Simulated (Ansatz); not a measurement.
# BP (model structure, started from the WC type, P-6m2, No. 187, 2 atoms in the cell): properties by level of theory

```
level (code)         lattice constant a (Å)  c axis length (Å)
-------------------  ----------------------  -----------------
PBE (Ansatz)                          3.017              2.643
PBEsol (Ansatz)                       2.981              2.645
PBE-D3(BJ) (Ansatz)                     ___              2.615
r²SCAN (Ansatz)                       3.032                ___
```

Question: What belongs in the gaps?

Answer: 
- PBE-D3(BJ) (Ansatz, a program for electronic structure), lattice constant a (Å): 2.975
- r²SCAN (Ansatz), c axis length (Å): 2.611

Ansatz's density-functional and Hartree–Fock values are scalar-relativistic unless marked +SOC, with PAW data made under PBE.

Computed values are for the static lattice.

A model structure was made by putting elements into a prototype or built by hand; it is no filed structure, need not be a known phase, and can be a saddle point held by its symmetry.
